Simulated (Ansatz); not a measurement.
An Ansatz (a first-principles code) run: TlBr with a change (isotropic strain +2.00 %); plane-wave PAW DFT at the LDA level (Ansatz, 420 eV), scalar-relativistic without spin-orbit coupling.

Input:

Ansatz 0.2 input:
```yaml
crystal:
  lattice:
    - [3.9163177895, 0, 0]
    - [0, 3.9163177895, 0]
    - [0, 0, 3.9163177895]
  atoms:
    - { symbol: Tl, position: [0, 0, 0] }
    - { symbol: Br, position: [0.5, 0.5, 0.5] }
basis: { ecutwfc: 420, ecutrho_ratio: 4, xc_grid: 2, fft_grid_basis: typed }
kpoints: { mp_grid: { grid: [9, 9, 9] } }
hamiltonian:
  xc: lda
  dispersion: none
  pseudopotentials: { kind: paw }
scf: { occupations: { method: fermi_dirac, width: 0.05 }, convergence: { dr2_threshold: 0.0000000002 } }
relax: { f_tol: 0.005, max_steps: 50 }
output: { forces: true, stress: true }
checkpoint: { write: state.ck, write_every: 1000 }
```

Output:

```
Relaxation: its limit of steps is 50 (relax.max_steps)
WARN ansatz: RAYON_NUM_THREADS=1 ignored (pool sized by the plan → 1); use --threads N
Pseudopotentials: kind: paw
Pseudopotential: Tl, paw, valence charge 13
Pseudopotential: Br, paw, valence charge 7
Functional definition: SPW92
Crystal: 2 atoms, lattice volume = 60.067 Å³
Basis set: ecut = 420 eV, 1189 PW (Γ), exchange–correlation on 54×54×54 points (8 copies of the dense FFT grid, shifted against one another)
Bands: 14, of which v1, the nominal top of the filled ones, is band 10 counted from 1 (9 counted from 0)
Symmetry: 48 space group operations
Space group: Pm-3m (ITA 221), of the structure as read, at distance tolerance 3.9e-5 Å
k-points: 35 of 729
PAW frozen core: Tl, regenerated for the run's functional, and the local potential with it
PAW frozen core: Br, regenerated for the run's functional, and the local potential with it
Initial density: superposition of atomic densities (neutral atoms: chi_scale 0, normalization atom), corrected by the library's trained network
Initial wavefunctions: pseudopotential atomic-orbital guess
Eigensolver: davidson
Functional: x = slater, c = lda
SCF iter   1: F=—  HF=-13841.913081 eV  |F-HF|=—  |Δ(HF+E_count)|=         —  Δρ=4.57e-3  dr2=1.29e-2  ethr=1.77e-3  ⟨swp⟩=6.4  Hψ=2796  notcnv=0
all-band conjugate gradients solve this SCF's bands
preconditioner: auto → Resta (q_TF=auto, 2.271 Å⁻¹)
SCF iter   2: F=—  HF=-13841.907896 eV  |F-HF|=—  |Δ(HF+E_count)|=   5.18e-3  Δρ=2.27e-3  dr2=3.28e-3  ethr=6.47e-5  ⟨swp⟩=2.6  Hψ=1109  notcnv=0
SCF iter   3: F=—  HF=-13841.906878 eV  |F-HF|=—  |Δ(HF+E_count)|=   1.02e-3  Δρ=4.28e-4  dr2=7.91e-5  ethr=1.64e-5  ⟨swp⟩=2.2  Hψ=803  notcnv=0
SCF iter   4: F=—  HF=-13841.906867 eV  |F-HF|=—  |Δ(HF+E_count)|=   1.09e-5  Δρ=8.45e-5  dr2=8.63e-6  ethr=3.96e-7  ⟨swp⟩=2.0  Hψ=839  notcnv=0
SCF iter   5: F=—  HF=-13841.906871 eV  |F-HF|=—  |Δ(HF+E_count)|=   4.50e-6  Δρ=2.56e-5  dr2=3.09e-7  ethr=4.31e-8  ⟨swp⟩=2.0  Hψ=567  notcnv=0
SCF iter   6: F=—  HF=-13841.906872 eV  |F-HF|=—  |Δ(HF+E_count)|=   5.21e-7  Δρ=5.36e-6  dr2=2.45e-8  ethr=1.55e-9  ⟨swp⟩=2.4  Hψ=831  notcnv=0
SCF iter   7: F=-13841.906872 eV  HF=-13841.906872 eV  |F-HF|=4.91e-11  |Δ(HF+E_count)|=   5.04e-9  Δρ=6.12e-7  dr2=1.75e-10  ethr=1.00e-12  ⟨swp⟩=4.0  Hψ=2354  notcnv=0
SCF 1 converged in 7 iterations: F = -13841.906872 eV  dr2 = 1.75e-10
relax step   1: F+E_penalty+E_count = -13841.90687166 eV  Δ(F+E_penalty+E_count) = +0.000e0 eV  max|allowed force component| = 9.861e-32 eV/Å  Δτ_max = 0.0000 Å  (7 SCF iters, accepted)
the relaxation is at rest under the 48 symmetry operations that the run kept from its start: a minimum is not shown …
SCF converged after 7 iterations
Free energy (F): -13841.906872 eV
Harris-Foulkes:  -13841.906872 eV  (|F-HF|=4.91e-11)
Internal energy: -13841.906872 eV  (E = F + TS)
E sigma→0 (E₀):  -13841.906872 eV
Fermi energy:    6.281165 eV
--- Per-component energies (eV) ---
  E_band       = -37.718188
  E_kinetic    = 464.921096
  E_local      = -1191.668826  (includes V_loc(G=0)·N_el)
  E_nonlocal   = 393.739599
  E_hartree    = 413.410595
  E_xc         = -490.148875
  E_vxc        = -247.722912  (∫ρ·V_xc dr)
  E_paw        = -12026.787018  (= ΣΔE_a)
  E_vpaw       = -283.808521  (= ΣTr[D̂ρ^β])
  E_aug_tail   = 0.000032  (compensation charges beyond the density's cutoff)
  E_ewald      = -1405.438425
  E_core_change = 0.064950  (= ΣΔE_core)
  E_smearing   = -0.000000  (= −TS)
  E_closure    = -0.000000  (closes the sum)
  Σ components = -13841.906872   (vs F -13841.906872, Δ=0.00e0)
  [band-id]    e_kinetic+e_local+e_nonlocal+2·e_hartree+e_vxc+e_vpaw+e_augmentation_tail = -37.718343   (vs E_band -37.718188, Δ=-1.54e-4)
--- Forces (eV/Å), atoms counted from 1 ---
  atom   1  Tl     0.00000000     0.00000000     0.00000000
  atom   2  Br     0.00000000     0.00000000     0.00000000
  max |Σ_I F_I| component: 1.97e-31 eV/Å
--- Stress (GPa, compression-positive) ---
       -1.716705      -0.000000       0.000000
       -0.000000      -1.716705       0.000000
        0.000000       0.000000      -1.716705
  P = ⅓ Tr σ = -1.7167 GPa (-17.167 kbar)
  The stress holds the Pulay correction. Without it, at fixed plane waves, as pw.x and ABINIT print it: P = -1.7447 GPa
  The stress includes an estimate of the error left by incomplete SCF convergence (largest component 0.0002 GPa).
--- Band table ---
  band table: none
--- Relaxed structure (1 steps of the walk, 1 accepted, 0 SCFs on fresh bases) ---
  F+E_penalty+E_count = -13841.90687166 eV   max|allowed force component| = 9.861e-32 eV/Å
  atoms:
    - { symbol: Tl, position: [0.0, 0.0, 0.0] }
    - { symbol: Br, position: [0.5, 0.5, 0.5] }
```

Spin-orbit coupling, missing from the scalar runs, can matter with Tl. Stability against distortions was not tested. The cell was made from TlBr in the CsCl type structure (space group Pm-3m, No. 221) by this change: isotropic strain +2.00 %.
